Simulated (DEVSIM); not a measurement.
Structure: Pd/HfO2/n-Si capacitor, at 400 K.

| layer (left to right) | material | thickness (nm) | Nd (cm⁻³) |
|---|---|---|---|
| 1 | HfO2 | 19.0 | - |
| 2 | Si | 1900 | 9e16 |

Metal gate on the left, work function 5.2 eV. Fixed charge at the semiconductor interface 3.3e10 cm⁻² (in units of +e); no interface traps.

Constants are typed, rounded textbook-type inputs, not results; the design itself was drawn at random and stands for no fabricated device. Values at 300 K; Nc and Nv go as T^1.5, mobilities as T to minus their exponent, the gap by Varshni's rule with the affinity fixed.

| parameter | HfO2 | Si |
|---|---|---|
| gap (eV) | 5.7 | 1.124 |
| affinity (eV) | 2.5 | 4.05 |
| permittivity | 22 | 11.7 |
| Nc (cm⁻³) | - | 2.86e19 |
| Nv (cm⁻³) | - | 3.1e19 |
| Varshni α (eV/K) | - | 0.000473 |
| Varshni β (K) | - | 636 |

Model (solved in DEVSIM): 1D Poisson equation in equilibrium, Boltzmann statistics, complete ionisation; no quantum confinement or tunnelling. Metal contacts follow the ideal Schottky-Mott rule: no Fermi-level pinning, no interface dipoles.

Base results: capacitance of the dielectric stack (μF/cm²) 1.03; minimum of the low-frequency capacitance (μF/cm²) 0.112; threshold voltage (band bending 2φF) (V) 0.13; flat-band voltage (V) 0.93.

Question: What follows from this one change: fixed charge 3.3e+10 → 1.278e+12 cm^-2?

Answer: capacitance of the dielectric stack little changed (1.03 μF/cm²); minimum of the low-frequency capacitance little changed (0.112 μF/cm²); threshold voltage (band bending 2φF) 0.13 → -0.07 V; flat-band voltage 0.93 → 0.74 V.

Question: What follows from this one change: gate work function 5.2 → 5.35 eV?

Answer: capacitance of the dielectric stack little changed (1.03 μF/cm²); minimum of the low-frequency capacitance little changed (0.111 μF/cm²); threshold voltage (band bending 2φF) 0.13 → 0.28 V; flat-band voltage 0.93 → 1.08 V.

Question: What follows from this one change: interface trap density 0 → 2e+12 cm^-2 eV^-1?

Answer: capacitance of the dielectric stack little changed (1.03 μF/cm²); minimum of the low-frequency capacitance 0.112 → 0.310 μF/cm²; threshold voltage (band bending 2φF) 0.13 → 0.02 V; flat-band voltage 0.93 → 1.04 V.
